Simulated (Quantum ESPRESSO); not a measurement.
A self-consistent single point of InF3 (R-3c, 8 atoms in the cell) with Quantum ESPRESSO.

Method of the run: LDA (PZ), GBRV 1.5 ultrasoft (LDA) pseudopotentials (plane waves; Quantum ESPRESSO).

```
CELL_PARAMETERS angstrom
      2.60214    -1.50235     4.90751
      0.00000     3.00469     4.90751
     -2.60214    -1.50235     4.90751
ATOMIC_POSITIONS crystal
  In 0.50000 0.50000 0.50000
  In 0.00000 0.00000 0.00000
  F  0.39571 0.75000 0.10429
  F  0.60429 0.25000 0.89571
  F  0.10429 0.39571 0.75000
  F  0.89571 0.60429 0.25000
  F  0.75000 0.10429 0.39571
  F  0.25000 0.89571 0.60429
```

Reference input (self-consistent single point, DFT, LDA (PZ), plane waves, GBRV 1.5 ultrasoft (LDA) pseudopotentials): ecutwfc = 40 Ry; ecutrho = 200 Ry; occupations = smearing; smearing = fd; degauss = 0.0036749 Ry; potentials = {In: in_lda_v1.4.uspp.F.UPF, F: f_lda_v1.4.uspp.F.UPF}; K_POINTS = automatic 5 5 5 0 0 0; conv_thr = 1e-11 Ry; mixing_beta = 0.7. This run's input differs from it in these lines:

```diff
@@ -38,3 +38,3 @@
 K_POINTS {automatic}
-5 5 5  0 0 0
+6 6 6  0 0 0
```

Output (repeated stretches shortened):

```
     Self-consistent Calculation

     iteration #  1     ecut=    40.00 Ry     beta= 0.70

---- Real-time Memory Report at c_bands before calling an iterative solver
           161 MiB given to the printing process from OS
           103 MiB allocation reported by mallinfo(arena+hblkhd)
------------------

     total energy              =    -557.69646588 Ry
     estimated scf accuracy    <       1.01942541 Ry

     iteration #  2     ecut=    40.00 Ry     beta= 0.70

---- Real-time Memory Report at c_bands before calling an iterative solver
           261 MiB given to the printing process from OS
   [... lines left out ...]

---- Real-time Memory Report at c_bands before calling an iterative solver
           266 MiB given to the printing process from OS
           141 MiB allocation reported by mallinfo(arena+hblkhd)
------------------

     total energy              =    -558.06957419 Ry
     estimated scf accuracy    <          1.6E-10 Ry

     iteration #  9     ecut=    40.00 Ry     beta= 0.70

---- Real-time Memory Report at c_bands before calling an iterative solver
           267 MiB given to the printing process from OS
           141 MiB allocation reported by mallinfo(arena+hblkhd)
------------------
     End of self-consistent calculation

     the Fermi energy is     2.5455 ev

!    total energy              =    -558.06957419 Ry
     estimated scf accuracy    <          1.1E-12 Ry
     smearing contrib. (-TS)   =      -0.00000000 Ry
     internal energy E=F+TS    =    -558.06957419 Ry

     convergence has been achieved in   9 iterations

     Forces acting on atoms (cartesian axes, Ry/au):

     atom    1 type  1   force =     0.00000000    0.00000000    0.00000000
     atom    2 type  1   force =    -0.00000000   -0.00000000   -0.00000000
     atom    3 type  2   force =    -0.00998814    0.00000000    0.00000000
     atom    4 type  2   force =     0.00998814    0.00000000    0.00000000
     atom    5 type  2   force =     0.00499407   -0.00864999   -0.00000000
   [... lines left out ...]

     Total force =     0.024466     Total SCF correction =     0.000000

          total   stress  (Ry/bohr**3)                   (kbar)     P=      -59.18
  -0.00039291   0.00000000   0.00000000          -57.80        0.00        0.00
  -0.00000000  -0.00039291  -0.00000000           -0.00      -57.80       -0.00
   0.00000000  -0.00000000  -0.00042114            0.00       -0.00      -61.95

   JOB DONE.
```

The run converged in 9 iterations. Against the reference run the free energy stays essentially unchanged (within 1 meV/atom), the pressure stays at -5.92 GPa, the largest force stays at 0.257 eV/Å and the gap on the mesh goes from 3.998 to 3.975 eV.

The starting cell comes from a database of computed structures (which also holds hypothetical and non-ambient phases and stackings), without a prior relaxation at this level. With a pressure of about -6 GPa the cell is away from its equilibrium volume at this level.

Cost on one core of a shared machine: roughly 70 s.
